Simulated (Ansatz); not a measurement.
CsCl-type ScAg was calculated with PBEsol (PAW; Ansatz, a program for electronic structure).

Settings: plane-wave cutoff 500 eV, 16×16×16 k mesh, Fermi–Dirac smearing 0.1 eV, no spin polarisation, scalar-relativistic PAW data made under PBE.

Computed at the level's own relaxed cell.

Task: Give the computed equilibrium volume per atom and equilibrium lattice constant a.

Result: 
* **equilibrium volume per atom**: 19.36 Å³/atom
* **equilibrium lattice constant a**: 3.383 Å

The run finds no gap.

The result took roughly 40 core-seconds.
